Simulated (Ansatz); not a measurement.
Take KI in the rock salt structure (space group Fm-3m, No. 225; a = 7.182 Å) as the base.

Calculations: Ansatz (a quantum-chemistry and plane-wave program), PBE, PAW, cutoff 420 eV, without spin-orbit coupling.

Before the change:

```
Property                Value
-------------  --------------
Electron mass  0.34 mₑ (at Γ)
Gap character     direct at Γ
Density            2.98 g/cm³
```

It is then changed as follows: a hydrostatic pressure of 10 GPa.

Task: What does the calculation give for the electron mass, gap character and density after the change?

Result: The electron mass goes from 0.34 mₑ (at Γ) to 1.2 mₑ along k, 0.33 mₑ across (at X); the gap character becomes indirect, Γ → X (base: direct at Γ); the density rises by 1.37 g/cm³, from 2.98 g/cm³ to 4.35 g/cm³.

Spin-orbit coupling, missing from the scalar runs, can matter with I. Load acts through the strain it causes; cell and atoms are relaxed under it. Masses are band curvatures over ±0.01 Å⁻¹ around the edge. Along k means along the line from Γ to the band edge. Whether these cells are dynamically stable was not tested. Competing high-pressure phases were not computed.
